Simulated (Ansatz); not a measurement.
The starting structures come from a database of crystals and need not be the phases stable at ambient conditions.

Data:

```xyz
14
Lattice="5.8772 0.0000 0.0000 0.0000 8.3117 0.0000 2.9386 4.1558 2.9386" Properties=species:S:1:pos:R:3 pbc="T T T"
Ge     5.8772     3.1169     1.4693
Ge     1.4693     5.1948     0.0000
Ge     2.9386     7.2727     1.4693
Ge     4.4079     5.1948     0.0000
Ge     0.0000     0.0000     0.0000
Ge     2.9386     2.0779     0.0000
N      1.3734     3.1847     0.0000
N      2.9386     5.2626     1.3734
N      4.5038     3.1847     0.0000
N      5.8772     9.4184     1.5652
N      5.8772     5.1270     1.3734
N      4.3120     7.2049     0.0000
N      2.9386     9.2828     1.5652
N      1.5652     7.2049     0.0000
```

Space group of this cell: Fd-3m. The cell is taken as given; by PBEsol its mean pressure is -6.4 GPa.

Transport runs along the normal of the first two printed cell vectors, the (110) plane of the conventional cell.

No gap correction and no spin-orbit coupling; mid-gap values are interpolated between computed energies.

Give the band gap and the smallest decay constant κ at mid-gap that Ansatz (a first-principles code) with PBEsol yields.

Gap 1.87 eV on a 10×10×10 mesh; κ = 0.154 1/Å, at the zone centre.
